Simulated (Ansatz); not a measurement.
Levels about the gap of amorphous Ge$_{19}$Se$_{38}$Ti (58 atoms in a cell of 1600 Å³, 4.60 g/cm³; zone centre alone, so wide bands show as single levels with stretches between that a denser mesh fills), at the geometry that PBE-D3(BJ) relaxed, where it gives 0.0 GPa on a denser mesh. The participation number counts the atoms over which a state spreads; weights are charges in smoothed Voronoi cells. The levels come from a single point, so bond lengths are those of that geometry. Method of the levels: PBE-D3(BJ), scalar-relativistic without spin-orbit coupling, PAW (Ansatz default set, large-core Se) (Ansatz, a program for electronic structure). Sampling: the zone centre alone; Fermi-Dirac width 0.05 eV; no spin polarisation.

It comes from a melt-quench run on a machine-learned potential (CHGNet), relaxed afterwards by DFT. The hot cell started wider than the set density and was brought back towards it in steps. It is the lowest in DFT energy of 3 quenches. It is a model cell: composition and starting density were chosen by hand, and all elements were melted together. The geometry includes D3(BJ) dispersion. Its density started from a set value of 4.26 and ended at 4.60 g/cm³. The simulated quench (nominally 60 K/ps over its main leg) is rapid and tends to freeze in more defects than a deposited or slowly cooled glass has. One small periodic cell is one sample of the glass; other quenches scatter about these values. Volume and shape were free in the relaxation.

| E - E(highest filled), eV | filling | participation number | largest on | weight Se | weight Ge | weight Ti |
|---|---|---|---|---|---|---|
| -0.34 | filled | 20.8 | Se, 2 neighbours | 0.80 | 0.19 | 0.01 |
| -0.28 | filled | 22.3 | Se, 2 neighbours | 0.87 | 0.11 | 0.02 |
| -0.26 | filled | 24.7 | Se, 2 neighbours | 0.83 | 0.15 | 0.02 |
| -0.18 | filled | 34.4 | Se, 2 neighbours | 0.80 | 0.20 | 0.01 |
| -0.12 | filled | 21.3 | Se, 2 neighbours | 0.87 | 0.09 | 0.04 |
| -0.06 | filled | 24.7 | Se, 2 neighbours | 0.86 | 0.14 | 0.01 |
| 0.00 | filled | 26.4 | Se, 2 neighbours | 0.81 | 0.18 | 0.01 |
| 1.13 | empty | 11.9 | Ti, 6 neighbours | 0.59 | 0.17 | 0.24 |
| 1.19 | empty | 24.7 | Ti, 6 neighbours | 0.70 | 0.21 | 0.09 |
| 1.25 | empty | 26.5 | Ti, 6 neighbours | 0.65 | 0.22 | 0.13 |
| 1.41 | empty | 35.8 | Ti, 6 neighbours | 0.64 | 0.31 | 0.06 |
| 1.47 | empty | 26.8 | Ti, 6 neighbours | 0.57 | 0.32 | 0.11 |
| 1.52 | empty | 37.4 | Ti, 6 neighbours | 0.68 | 0.27 | 0.06 |
| 1.61 | empty | 23.5 | Se, 2 neighbours | 0.68 | 0.29 | 0.03 |

Most localised among these is the empty level at +1.13 eV, on a Ti atom, which has 6 neighbours (Se 2.39 Å, Se 2.44 Å, Se 2.54 Å, Se 2.59 Å, Se 2.63 Å, Se 2.64 Å).
